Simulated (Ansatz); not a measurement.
Base system: CdF$_{2}$ in the fluorite structure (space group Fm-3m, No. 225).

```yaml
crystal:
  lattice:
    - [0.00000, 2.69198, 2.69198]
    - [2.69198, 0.00000, 2.69198]
    - [2.69198, 2.69198, 0.00000]
  atoms:
    - { symbol: Cd, position: [0.00000, 0.00000, 0.00000] }
    - { symbol: F, position: [0.25000, 0.25000, 0.25000] }
    - { symbol: F, position: [0.75000, 0.75000, 0.75000] }
```

Level of theory: DFT with PBEsol, PAW potentials and a 420 eV plane-wave cutoff in Ansatz (a quantum-chemistry and plane-wave program), no spin-orbit coupling.

For the base:

The width of the top valence band is 0.49 eV and the pressure comes out as 0.00 GPa.

It is then changed as follows: every lattice vector is shortened by 2.00 %; the atoms relax in the strained cell.

Q: How does this affect the mean gap deformation potential ΔEg/Δln V?

A: The mean gap deformation potential ΔEg/Δln V comes out as -3.5 eV.

Q: What does the calculation give for the width of the top valence band after the change?

A: The width of the top valence band drops by 0.063 eV (0.49 eV → 0.42 eV).

Q: What does the calculation give for the pressure after the change?

A: The pressure goes from zero to 7.59 GPa.

No phonon test of stability was made.
